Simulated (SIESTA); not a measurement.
**Input and output of a self-consistent single point for P (Cmce, 4 atoms in the cell) (SIESTA)**

Level of theory: GGA PBE, numerical atomic orbitals DZP, PseudoDojo PBE standard norm-conserving potentials (rewritten from UPF to PSML) run with SIESTA 5.4.2.

The input file:

```
# files in the folder: P.psml (PseudoDojo PBE standard)
SystemName  P
SystemLabel p

NumberOfAtoms                4
NumberOfSpecies              1
%block ChemicalSpeciesLabel
  1 15 P
%endblock ChemicalSpeciesLabel
LatticeConstant              1.0 Ang
%block LatticeVectors
     1.646725000   -5.213800000   -0.000000000
     1.646725000    5.213800000    0.000000000
     0.000000000    0.000000000    4.358100000
%endblock LatticeVectors
AtomicCoordinatesFormat      Ang
%block AtomicCoordinatesAndAtomicSpecies
     1.646725000    4.153313080    4.006837140  1
     1.646725000    1.060486920    1.827787140  1
     1.646725000   -1.060486920    2.530312860  1
     1.646725000   -4.153313080    0.351262860  1
%endblock AtomicCoordinatesAndAtomicSpecies

XC.functional                GGA
XC.authors                   PBE
PAO.BasisSize                DZP
PAO.EnergyShift              0.01 Ry
MeshCutoff                   350 Ry
%block kgrid.MonkhorstPack
    5   0   0  0.0
    0   5   0  0.0
    0   0   3  0.0
%endblock kgrid.MonkhorstPack
OccupationFunction           FD
ElectronicTemperature        50.0 meV

MaxSCFIterations             150
SCF.Mixer.Method             Broyden
SCF.Mixer.Weight             0.2
SCF.Mixer.History            6
SCF.DM.Tolerance             1.0E-04
Diag.ParallelOverK           true
WriteForces                  true
Charge.Mulliken              end
```

The program printed (abridged):

```
reinit: Reading from file input.fdf

reinit: System Name: P
reinit: System Label: p

coor:   Atomic-coordinates input format  =     Cartesian coordinates
coor:                                          (in Angstroms)

siesta: Atomic coordinates (Bohr) and species
siesta:      3.11186   7.84862   7.57182  1        1
siesta:      3.11186   2.00403   3.45402  1        2
siesta:      3.11186  -2.00403   4.78160  1        3
siesta:      3.11186  -7.84862   0.66379  1        4

siesta: System type = bulk

initatomlists: Number of atoms, orbitals, and projectors:      4    52    72

siesta: ******************** Simulation parameters ****************************
redata: Spin configuration                          = none
redata: Time-Reversal Symmetry                      = T
redata: Number of Atomic Species                    =        1
redata: Mesh Cutoff                                 =   350.0000 Ry
redata: Net charge of the system                    =     0.0000 |e|
redata: Min. number of SCF Iter                     =        0
redata: Max. number of SCF Iter                     =      150
redata: SCF convergence failure will abort job
redata: SCF mix quantity                            = Hamiltonian
redata: Mix DM or H after convergence               =   F
redata: Recompute H after scf cycle                 =   F
redata: Mix DM in first SCF step                    =   T
redata: No kicks to SCF
redata: DM Mixing Weight for Kicks                  =     0.5000
redata: Require Harris convergence for SCF          =   F
redata: Harris energy tolerance for SCF             =     0.000100 eV
redata: Require DM convergence for SCF              =   T
redata: DM tolerance for SCF                        =     0.000100
redata: Require EDM convergence for SCF             =   F
redata: EDM tolerance for SCF                       =     0.001000 eV
redata: Require H convergence for SCF               =   T
redata: Hamiltonian tolerance for SCF               =     0.001000 eV
redata: Require (free) Energy convergence for SCF   =   F
redata: (free) Energy tolerance for SCF             =     0.000100 eV
redata: Using DFT-D3 dispersion                     =   F
redata: Using Saved Data (generic)                  =   F
redata: Method of Calculation                       = Diagonalization
redata: Electronic Temperature                      =   580.2259 K
redata: Number of TDED substeps                     =        3
redata: Dynamics option                             = Single-point calculation
redata: Save all siesta data in one NC              =   F
redata: ***********************************************************************

%block SCF.Mixers
  Broyden
%endblock SCF.Mixers

%block SCF.Mixer.Broyden
  # Mixing method
  method broyden

  # Mixing options
  weight 0.2000
  weight.linear 0.2000
  weight.prime 0.2000
  history 6
%endblock SCF.Mixer.Broyden

DM_history_depth set to one: no extrapolation allowed by default for geometry relaxation
Size of DM history Fstack: 1
Total number of electrons:    20.000000
Total ionic charge:    20.000000

* ProcessorY, Blocksize:    1  53

* Orbital distribution balance (max,min):    52    52

 Kpoints in:           45 . Kpoints trimmed:           38

siesta: k-grid: Number of k-points = 38
siesta: k-points from Monkhorst-Pack grid
siesta: k-cutoff (effective) =     6.537 Ang
siesta: k-point supercell and displacements
siesta: k-grid:     5     0     0      0.000
siesta: k-grid:     0     5     0      0.000
siesta: k-grid:     0     0     3      0.000

diag: Algorithm                                     = D&C
diag: Parallel over k                               =   F
diag: Use parallel 2D distribution                  =   F
diag: Parallel block-size                           = 53
diag: Parallel distribution                         =     1 x     1
diag: Used triangular part                          = Lower
diag: Absolute tolerance                            =  0.100E-15
diag: Orthogonalization factor                      =  0.100E-05
diag: Memory factor                                 =  1.0000

superc: Internal auxiliary supercell:     7 x     7 x     5  =     245
superc: Number of atoms, orbitals, and projectors:    980  12740  17640

                        Single-point calculation

superc: Internal auxiliary supercell:     7 x     7 x     5  =     245
superc: Number of atoms, orbitals, and projectors:    980  12740  17640

outcell: Unit cell vectors (Ang):
        1.646725   -5.213800   -0.000000
        1.646725    5.213800    0.000000
        0.000000    0.000000    4.358100

outcell: Cell vector modules (Ang)   :    5.467670    5.467670    4.358100
outcell: Cell angles (23,13,12) (deg):     90.0000     90.0000    144.9436
outcell: Cell volume (Ang**3)        :     74.8346
new_DM -- step:     1
Initializing Density Matrix...

Attempting to read DM from file... Failed...
DM filled with atomic data:

InitMesh: MESH = 60 x 60 x 80 = 288000
InitMesh: Mesh cutoff (required, used) =   350.000   366.012 Ry

stepf: Fermi-Dirac step function

        iscf     Eharris(eV)        E_KS(eV)     FreeEng(eV)     dDmax    Ef(eV) dHmax(eV)
   scf:    1     -750.748354     -752.606914     -752.609505  0.763199 -3.252463  0.559292
   scf:    2     -752.780119     -752.706295     -752.709485  0.014590 -3.252982  0.221101
   scf:    3     -752.743047     -752.731497     -752.735174  0.012053 -3.257241  0.061483
   scf:    4     -752.734610     -752.733350     -752.737203  0.003349 -3.257507  0.009753
   scf:    5     -752.733432     -752.733393     -752.737311  0.000896 -3.257288  0.004657
   scf:    6     -752.733353     -752.733375     -752.737349  0.000718 -3.256870  0.001242
   scf:    7     -752.733362     -752.733369     -752.737350  0.000096 -3.256665  0.000721

SCF Convergence by DM+H criterion
max |DM_out - DM_in|         :     0.0000956709
max |H_out - H_in|      (eV) :     0.0007206012
SCF cycle converged after 7 iterations

Using DM_out to compute the final energy and forces

siesta: E_KS(eV) =             -752.7334

siesta: E_KS - E_eggbox =      -752.7334

siesta: Atomic forces (eV/Ang):
     1    0.000000   -0.288521    0.401874
     2    0.000000    0.288521    0.401874
     3   -0.000000   -0.288521   -0.401874
     4   -0.000000    0.288521   -0.401874
   Tot    0.000000   -0.000000   -0.000000
   Max    0.401874
   Res    0.285626    sqrt( Sum f_i^2 / 3N )
   Max    0.401874    constrained

Stress tensor Voigt[x,y,z,yz,xz,xy] (kbar):      -54.15      -35.48      -39.52       -0.00        0.00       -0.00
(Free)E + p*V (eV/cell)     -750.7266
Target enthalpy (eV/cell)     -752.7374

siesta: Program's energy decomposition (eV):
siesta: Ebs     =      -207.070896
siesta: Eions   =      1447.011300
siesta: Ena     =       519.693032
siesta: Ekin    =       275.561013
siesta: Enl     =       111.717827
siesta: Eso     =         0.000000
siesta: Edftu   =         0.000000
siesta: DEna    =        10.488060
siesta: DUscf   =         0.434159
siesta: DUext   =         0.000000
siesta: Ex      =      -199.034772
siesta: Ec      =       -24.581388
siesta: Exc     =      -223.616160
siesta: Eharris =      -752.733362
siesta: Etot    =      -752.733369
siesta: FreeEng =      -752.737350

siesta: Atomic forces (eV/Ang):
siesta:      1    0.000000   -0.288521    0.401874
siesta:      2    0.000000    0.288521    0.401874
siesta:      3   -0.000000   -0.288521   -0.401874
siesta:      4   -0.000000    0.288521   -0.401874
siesta: ----------------------------------------
siesta:    Tot    0.000000   -0.000000   -0.000000

siesta: Stress tensor (static) (eV/Ang**3):
siesta:    -0.033797    0.000000    0.000000
siesta:    -0.000000   -0.022147    0.000000
siesta:     0.000000   -0.000000   -0.024664

siesta: Cell volume =         74.834633 Ang**3

siesta: Pressure (static):
siesta:                Solid            Molecule  Units
siesta:           0.00029264          0.00032165  Ry/Bohr**3
siesta:           0.02686932          0.02953270  eV/Ang**3
siesta:          43.04940409         47.31659695  kBar

mulliken: Atomic and Orbital Populations:

Species: P
Atom  Qatom  Qorb
               3s      3s      3py     3pz     3px     3py     3pz     3px
               3Pdxy   3Pdyz   3Pdz2   3Pdxz   3Pdx2-y2
   1  5.000   1.401   0.186   0.875   0.827   0.640   0.209   0.201   0.264
              0.062   0.067   0.065   0.113   0.092
   2  5.000   1.401   0.186   0.875   0.827   0.640   0.209   0.201   0.264
   [... 5 lines left out ...]

mulliken: Qtot =       20.000

Mulliken Atomic Populations:
Atom #   charge [q] valence [e]  Species
     1    -0.000000    5.000000  P
     2    -0.000000    5.000000  P
     3     0.000000    5.000000  P
     4     0.000000    5.000000  P
 Total    -0.000000
```

The run converged in 7 iterations.

The starting cell has typed, rounded lattice constants, without a prior relaxation at this level. Its lattice was rescaled by up to half a per cent. Values carry the incompleteness of an atom-centred basis. With a pressure of about 4 GPa the cell is away from its equilibrium volume at this level.
